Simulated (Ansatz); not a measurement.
We look at the energy of one form of Re over another. The value is E(A) − E(B), in meV per atom.

A: Re (P6₃/mmc), 4 atoms in the cell; spin state with PBE: run without spin, k-point mesh 24×24×8 on the run's own vectors.
```
Re
1.0
    2.77780     0.00000     0.00000
   -1.38890     2.40565     0.00000
    0.00000     0.00000     8.94824
Re
4
Cartesian
  0.00000   0.00000   0.00000
  0.00000   1.60377   2.23706
  0.00000   0.00000   4.47412
  1.38890   0.80188   6.71118
```

B: Re (hcp, P6₃/mmc), 2 atoms in the cell; spin state with PBE: run without spin, k-point mesh 24×24×14 on the run's own vectors.
```
CELL_PARAMETERS angstrom
      2.77658     0.00000     0.00000
     -1.38829     2.40459     0.00000
      0.00000     0.00000     4.48070
ATOMIC_POSITIONS crystal
  Re 0.33333 0.66667 0.75000
  Re 0.66667 0.33333 0.25000
```

All numbers come from Ansatz (a first-principles code), plane waves with PAW, its PAW set soft_1, cutoff 420 eV, 500 eV for r2SCAN. The structures are at rest with PBE; other levels are single points on them. Neutral cells; Fermi-Dirac smearing of at most 0.10 eV in the solids, energies taken to zero width. The lattices are those relaxed with PBE, so at other levels the solids can be strained, which adds to the spread. A dispersion term (D3(BJ), or D4 for r2SCAN) was computed beside these levels and is taken off wherever the name lacks it. Space groups of crystals are read within 0.01 Å. No zero-point or thermal terms. Spin-orbit coupling is left out.

**Question.** Predict the value from r2SCAN.

**Answer.** -2 meV/atom for A less B, too close to call.

**Question.** What do the other levels give, and how wide is the spread?

**Answer.** 
```tsv
Functional	value (meV/atom)	less r2SCAN
PBE	0	2
```

The levels shown span only 2 meV/atom, too little to tell them apart.
